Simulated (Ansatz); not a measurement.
Structures of equal composition on the (0001) surface of hcp Re: clean 1x1; top plane shifted to the other hollow. The slabs share one bottom face, and each structure is named by its start. These are constructed structures in small cells; real faces may alloy, dewet or reconstruct in larger ones, and not all known structures of the face are among them. Slabs of about 11 Å with all that they carry, Fermi-Dirac smearing of 0.1 eV. Bottom of the slabs: a bare face, its two planes held. Relaxed from the named starts with such symmetry as they have, on meshes of like density; energies extrapolated to zero smearing; no spin-orbit coupling, no U. Spin-polarised runs, if any, are marked in brackets, and their order is one that fits the cell; the others ran without spin.

Calculation: PBE (plane waves to 420 eV, PAW; Ansatz, a first-principles code).

Rank these by energy per 1x1 cell (lowest first), as PBE gives it.

clean 1x1 (0.000 eV), top plane shifted to the other hollow (0.065 eV)
